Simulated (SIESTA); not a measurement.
Band structure of Ta2N (P-3m1, 3 atoms in the cell).

```
CELL_PARAMETERS angstrom
      3.11286     0.00000     0.00000
     -1.55643     2.69582     0.00000
      0.00000     0.00000     4.86984
ATOMIC_POSITIONS crystal
  Ta 0.66667 0.33333 0.74529
  Ta 0.33333 0.66667 0.25471
  N  0.00000 0.00000 0.00000
```

Method: SIESTA with GGA PBE, numerical atomic orbitals DZP, PseudoDojo PBE standard norm-conserving potentials (rewritten from UPF to PSML).

Settings: XC.functional = GGA; XC.authors = PBE; potentials = PseudoDojo PBE standard; PAO.BasisSize = DZP; PAO.EnergyShift = 0.01 Ry; MeshCutoff = 300 Ry; kgrid.MonkhorstPack = 10 10 6; OccupationFunction = FD; ElectronicTemperature = 0.136 eV; MaxSCFIterations = 150; SCF.Mixer.Method = Broyden; SCF.Mixer.Weight = 0.25; SCF.Mixer.History = 6; SCF.DM.Tolerance = 1.0E-05.

The starting cell comes from a database of computed structures (which also holds hypothetical and non-ambient phases and stackings), without a prior relaxation at this level. Spin-orbit coupling is off. Spin polarisation is off; with an odd number of electrons in the cell that forces a metal, and a magnetic state may lie lower. Values carry the incompleteness of an atom-centred basis.

Levels in eV from the Fermi level, bands 12 to 17:
```tsv
point	12	13	14	15	16	17
Γ	-6.08	-4.87	-0.68	-0.27	-0.27	0.23
M	-6.40	-4.54	-2.59	-1.32	1.79	1.98
K	-6.24	-3.32	-2.72	-2.72	1.43	1.43
A	-6.26	-2.85	-2.57	-1.15	-1.15	1.93
L	-6.14	-3.30	-2.12	-2.04	-0.18	0.72
H	-6.39	-2.40	-1.92	-1.92	0.62	0.80
```

Bands cross the Fermi level along this path, so the cell is metallic at this level.

Higher empty bands are left out: an atom-centred basis made for the valence describes them poorly.
